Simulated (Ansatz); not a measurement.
Effect of x(Au) = 0.75, 4 atoms, Cmmm on Ir

Base system: Ir in the fcc (Cu type) structure (space group Fm-3m, No. 225; a = 3.845 Å).

The other end (x = 1) is Au in the fcc (Cu type) structure (space group Fm-3m, No. 225): 17.53 Å³/atom, gap zero.

It is then changed as follows: a fraction x = 0.75 of the Ir sites is given to Au, ordered in a cell of 4 atoms (starting symmetry Cmmm) and fully relaxed.

Level of theory: plane-wave PAW DFT at the r2SCAN level (Ansatz, a quantum-chemistry and plane-wave program, 500 eV), no spin-orbit coupling, earlier PAW set. Γ-centred 10×10×17 mesh, Fermi–Dirac width 0.05 eV, for the changed cell.

The volume per atom increases by 2.34 Å³ to 16.55 Å³ and the shortest interatomic distance rises by 0.084 Å (2.719 Å → 2.803 Å). The band gap is still zero and the mixing energy is +0.29 eV/atom (to 0.01 eV only: unlike meshes or grids).

Final structure:

```yaml
crystal:
  lattice:
    - [2.96496, -3.98393, 0.00000]
    - [2.96496, 3.98393, 0.00000]
    - [0.00000, 0.00000, 2.80295]
  atoms:
    - { symbol: Au, position: [0.00000, 0.50000, 0.00000] }
    - { symbol: Ir, position: [0.50000, 0.50000, 0.50000] }
    - { symbol: Au, position: [0.00000, 0.00000, 0.50000] }
    - { symbol: Au, position: [0.50000, 0.00000, 0.00000] }
```

Each cell is one ordered arrangement of few atoms, which overstates ordering effects compared with a random alloy. Whether these cells are dynamically stable was not tested. All final runs are without spin polarisation. IrAu3 has a high density of states at the Fermi level and may be magnetic at this level.
